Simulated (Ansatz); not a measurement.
System: TiW (Cmmm, No. 65, 2 atoms in the cell; start mp-1216621). Method: LDA (plane waves, PAW; Ansatz, an electronic-structure program).

Run with plane-wave cutoff 520 eV, 22×22×12 k mesh (along the axes of the cell as run), Fermi–Dirac smearing 0.05 eV, no spin polarisation, scalar-relativistic PAW data made under PBE.

Cell (relaxed at this level):

```cif
data_Ti2W2
_chemical_formula_sum 'Ti2 W2'
_space_group_name_H-M_alt 'Cmmm'
_space_group_IT_number 65
_space_group_name_Hall '-C 2 2'
_cell_length_a 3.10911
_cell_length_b 4.49192
_cell_length_c 4.35906
_cell_angle_alpha 90.000
_cell_angle_beta 90.000
_cell_angle_gamma 90.000
loop_
_space_group_symop_operation_xyz
  'x, y, z'
  '-x, -y, -z'
  '-x, -y, z'
  'x, y, -z'
  'x, -y, -z'
  '-x, y, z'
  '-x, y, -z'
  'x, -y, z'
  'x+1/2, y+1/2, z'
  '-x+1/2, -y+1/2, -z'
  '-x+1/2, -y+1/2, z'
  'x+1/2, y+1/2, -z'
  'x+1/2, -y+1/2, -z'
  '-x+1/2, y+1/2, z'
  '-x+1/2, y+1/2, -z'
  'x+1/2, -y+1/2, z'
loop_
_atom_site_label
_atom_site_type_symbol
_atom_site_symmetry_multiplicity
_atom_site_Wyckoff_symbol
_atom_site_fract_x
_atom_site_fract_y
_atom_site_fract_z
_atom_site_occupancy
Ti1 Ti 2 a 0.00000 0.00000 0.00000 1
W1 W 2 c 0.00000 0.50000 0.50000 1
```
(The calculation used a cell of 2 atoms; values per cell refer to that cell.)

Question: Give the computed bulk modulus.

Answer: 
* **bulk modulus**: 219 GPa

Note: the run has no spin polarisation, so it can have missed a magnetic state; the bulk modulus is −V dP/dV from two relaxed cells at ±2 % in volume; the relaxation could not lower the start's symmetry, so the cell can be a saddle point above a distorted one.

Spin–orbit coupling is not included.

Static lattice: no zero-point or thermal effects.

A start named mp-… is a Materials Project structure, which need not be a measured phase.
